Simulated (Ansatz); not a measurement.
Hypothetical CsCl type MnS, element substitutions

Base system: MnS in the CsCl type structure (space group Pm-3m, No. 221; a = 2.928 Å; ferromagnetic; a hypothetical phase, not in the database extracts checked).

Each row replaces one element on all its sites; cell and atoms are relaxed.

All numbers come from Ansatz (a program for electronic structure), PBEsol, PAW, cutoff 420 eV, without spin-orbit coupling.

```tsv
variant	largest site moment	shortest interatomic distance
base	2.84 μB	2.536 Å
Mn → Co	0.70 μB	2.451 Å
S → Se	3.02 μB	2.676 Å
Mn → V	0.62 μB	2.512 Å
Mn → Hf	–	2.732 Å
```

The magnetic state is the one reached from the starting moments; the real material's order can differ, and small cells can't hold many antiferromagnetic ones. Stability against distortions was not tested. As relaxed here, CoS, MnSe, VS and HfS are hypothetical phases, not in the database extracts checked. Spin-polarised in the final run: CoS, base, MnSe and VS; the other runs are not.
